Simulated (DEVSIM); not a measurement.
Structure: In0.52Al0.48As/In0.53Ga0.47As n-p heterojunction, at 350 K.

| layer (left to right) | material | thickness (μm) | Nd (cm⁻³) | Na (cm⁻³) | τn (s) | τp (s) |
|---|---|---|---|---|---|---|
| 1 | In0.52Al0.48As | 0.110 | 2e16 | - | 1.6e-9 | 1.6e-9 |
| 2 | In0.53Ga0.47As | 0.140 | - | 1.6e18 | 1.6e-9 | 1.6e-9 |

Left contact: ohmic. Right contact: ohmic. Voltage is applied to the left contact. Recombination: SRH at mid-gap, Auger. Mobility is μmin + (μ − μmin)/(1 + (N/Nref)^α).

This is a model device: material constants are rounded textbook-type values typed into the input, and sizes, dopings and lifetimes were drawn at random. Values at 300 K; Nc and Nv go as T^1.5, mobilities as T to minus their exponent, the gap by Varshni's rule with the affinity fixed.

| parameter | In0.52Al0.48As | In0.53Ga0.47As |
|---|---|---|
| gap (eV) | 1.45 | 0.74 |
| affinity (eV) | 4 | 4.51 |
| permittivity | 12.5 | 13.9 |
| Nc (cm⁻³) | 5.1e17 | 2.1e17 |
| Nv (cm⁻³) | 1.1e19 | 7.7e18 |
| μn (cm²/Vs) | 4000 | 12000 |
| μp (cm²/Vs) | 75 | 300 |
| μn,min | 800 | 300 |
| μp,min | 10 | 10 |
| Nref,n | 3e16 | 1.3e17 |
| Nref,p | 1e17 | 4.9e17 |
| αn | 1.1 | 0.48 |
| αp | 0.6 | 0.4 |
| T exponent of μn | 1.5 | 1.6 |
| T exponent of μp | 1.5 | 1.6 |
| Cn (cm⁶/s) | 1e-30 | 5e-29 |
| Cp (cm⁶/s) | 1e-30 | 5e-29 |
| Varshni α (eV/K) | 0.00042 | 0.00035 |
| Varshni β (K) | 180 | 190 |

DEVSIM, 1D drift-diffusion, Boltzmann statistics, complete ionisation; no tunnelling, impact ionisation, image-force lowering or self-heating. Band offsets follow the typed affinities; no thermionic-emission limit at abrupt steps, no polarisation charge.

Base results: dark forward voltage at 1 A/cm² (V) 0.671; dark forward voltage at 100 A/cm² (V) 0.828; largest field in the device at zero bias (V/cm) 110000; potential step across the device at zero bias (V) 1.076.

**Question.** What follows from this one change: doping Na of layer 2 1.6e+18 → 4.8e+17 cm^-3?

**Answer.** dark forward voltage at 1 A/cm² 0.671 → 0.616 V; dark forward voltage at 100 A/cm² 0.828 → 0.779 V; largest field in the device at zero bias 110000 → 100000 V/cm; potential step across the device at zero bias 1.076 → 1.040 V.

**Question.** What follows from this one change: doping Nd of layer 1 2e+16 → 6e+14 cm^-3?

**Answer.** dark forward voltage at 1 A/cm² 0.671 → 0.689 V; dark forward voltage at 100 A/cm² 0.828 → 0.860 V; largest field in the device at zero bias 110000 → 86000 V/cm; potential step across the device at zero bias 1.076 → 0.970 V.

**Question.** What follows from this one change: constant mobility in place of the doping-dependent one?

**Answer.** dark forward voltage at 1 A/cm² 0.671 → 0.660 V; dark forward voltage at 100 A/cm² 0.828 → 0.816 V; largest field in the device at zero bias little changed (110000 V/cm); potential step across the device at zero bias little changed (1.076 V).
